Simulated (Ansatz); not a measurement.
Start from Mo in the bcc (W type) structure (space group Im-3m, No. 229; a = 3.112 Å; relaxed with 0.1 eV smearing).

The values are results of plane-wave PAW DFT at the LDA level (Ansatz, a first-principles code, 420 eV), no spin-orbit coupling, not measurements.

For the base:

```
Quantity   Result
--------  -------
Pressure  0.0 GPa
Band gap     zero
```

It is then changed as follows: the cell is scaled by 0.9750 in all directions; the atoms relax in the strained cell.

Question: Predict the new pressure.

Answer: The pressure goes from zero to 25.9 GPa.

Question: How does this affect the energy relative to the base?

Answer: The energy rises by 84 meV/atom.

Question: Estimate the effect on the band gap.

Answer: The band gap is still zero.

No phonon test of stability was made. The final runs are not spin-polarised.
